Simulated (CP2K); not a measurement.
Band structure of MgCd2 (Cmcm, 6 atoms in the cell).

```
CELL_PARAMETERS angstrom
      8.02857     0.00000     0.00000
     -7.39582     3.12406     0.00000
      0.00000     0.00000     5.11835
ATOMIC_POSITIONS crystal
  Mg 0.28026 0.71974 0.25000
  Mg 0.71974 0.28026 0.75000
  Cd 0.61587 0.38413 0.25000
  Cd 0.38413 0.61587 0.75000
  Cd 0.94609 0.05391 0.25000
  Cd 0.05391 0.94609 0.75000
```

Computed with CP2K 2026.2 with PBEsol, GPW, DZVP-MOLOPT-SR-GTH basis, GTH-PBE potentials (GTH_POTENTIALS).

Settings: CUTOFF = 1000 Ry; REL_CUTOFF = 60 Ry; SMEAR/METHOD = FERMI_DIRAC; ELECTRONIC_TEMPERATURE = 580.23 K; KPOINTS/SCHEME = MONKHORST-PACK 5 5 3; XC_FUNCTIONAL = PBE:PBESOL; Mg/BASIS_SET = DZVP-MOLOPT-SR-GTH; Mg/POTENTIAL = GTH-PBE-q10; Cd/BASIS_SET = DZVP-MOLOPT-SR-GTH; Cd/POTENTIAL = GTH-PBE-q12; METHOD = GPW; EPS_DEFAULT = 1e-10; EXTRAPOLATION = USE_GUESS; NGRIDS = 5.

The starting cell comes from a database of computed structures (which also holds hypothetical and non-ambient phases and stackings), without a prior relaxation at this level. Values carry the incompleteness of an atom-centred basis. The potentials were made for another functional than the one used.

Levels in eV from the Fermi level, bands 31 to 36:
```json
[
 {"point": "Γ", "31": "-5.44", "32": "-2.34", "33": "-1.42", "34": "0.51", "35": "0.60", "36": "0.66"},
 {"point": "X", "31": "-3.65", "32": "-1.36", "33": "-0.98", "34": "1.35", "35": "1.49", "36": "2.17"},
 {"point": "S", "31": "-2.74", "32": "-2.57", "33": "-0.25", "34": "0.22", "35": "2.14", "36": "2.18"},
 {"point": "R", "31": "-2.40", "32": "-2.40", "33": "-1.65", "34": "-1.65", "35": "-0.51", "36": "-0.51"},
 {"point": "A", "31": "-2.24", "32": "-2.24", "33": "-2.18", "34": "-2.18", "35": "0.20", "36": "0.20"},
 {"point": "Z", "31": "-4.30", "32": "-4.30", "33": "-3.73", "34": "-3.73", "35": "3.88", "36": "3.88"},
 {"point": "Y", "31": "-2.56", "32": "-2.04", "33": "-1.68", "34": "-1.27", "35": "-0.85", "36": "-0.78"},
 {"point": "X1", "31": "-3.65", "32": "-1.36", "33": "-0.98", "34": "1.35", "35": "1.49", "36": "2.17"},
 {"point": "A1", "31": "-2.24", "32": "-2.24", "33": "-2.18", "34": "-2.18", "35": "0.20", "36": "0.20"},
 {"point": "T", "31": "-5.78", "32": "-5.78", "33": "-1.38", "34": "-1.38", "35": "0.23", "36": "0.23"}
]
```

Bands cross the Fermi level along this path, so the cell is metallic at this level.

Higher empty bands are left out: an atom-centred basis made for the valence describes them poorly.
